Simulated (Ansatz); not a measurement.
Si under load (space group R-3m), r2SCAN with spin-orbit coupling, rigid bands in Ansatz (a first-principles code). Condition of this run: uniaxial stress along [111] of 2 GPa (compression positive) (the target of the relaxation). Band gap 0.67 eV, N_c = 3.17e19 cm⁻³ and N_v = 7.45e18 cm⁻³ at 300 K, conductivity masses of 0.286 mₑ (electrons) and 0.293 mₑ (holes). Take k_BT = 0.02585 eV.

Q: What built-in voltage has an abrupt junction with N_A = 1e16 and N_D = 1e18 cm⁻³, all dopants ionised?

A: V_bi = E_g/e − (k_BT/e) ln(N_c N_v/(N_A N_D)) = 0.67 − 0.02585 × 10.07 = 0.41 V, for the computed gap.

Q: A film of it is 8 nm thick. Estimate the confinement energies in an infinite well.

A: ħ²π²/(2m t²) = 0.376 eV·nm²/(m/mₑ × t²) gives 20.5 meV for electrons and 20.1 meV for holes, so the gap would widen to about 0.71 eV. Finite barriers and nonparabolic bands lower this, and with several valleys or bands the heaviest mass along the normal sets the lowest level, not this average.

Q: Find the intrinsic carrier density and the intrinsic Fermi level.

A: n_i = √(N_c N_v) exp(−E_g/2k_BT) = 1.54e19 × exp(−12.96) = 3.6e13 cm⁻³. The level lies (k_BT/2) ln(N_v/N_c) = -19 meV from mid-gap (positive towards the conduction band). Each 0.1 eV added to the gap lowers n_i by a factor of 6.9.

Rigid bands with the computed gap; masses take one relaxation time for all states.
